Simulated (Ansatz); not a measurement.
## InSb: response to strain

The reference is InSb in the zinc blende structure (space group F-43m, No. 216; a = 6.556 Å).

Strains are applied to the cell and any free atomic positions relax.

Calculations: plane-wave PAW DFT at the r2SCAN level (Ansatz, a first-principles code, 500 eV), no spin-orbit coupling.

Candidates:
(a) isotropic strain −0.50 %
(b) isotropic strain −1.50 %
(c) isotropic strain −2.00 %

Before the change:

| Item | Value |
|---|---|
| Band gap | zero |

Order them by band gap, lowest first.

(a) isotropic strain −0.50 % (0.11 eV), (b) isotropic strain −1.50 % (0.30 eV), (c) isotropic strain −2.00 % (0.39 eV)

With Sb present, leaving out spin-orbit coupling can change the band edges. Whether these cells are dynamically stable was not tested. All final runs are without spin polarisation. Gaps under 0.05 eV, about the width of the smearing, are given as zero. A zero or small gap of InSb can be the functional's error rather than a property of the material.
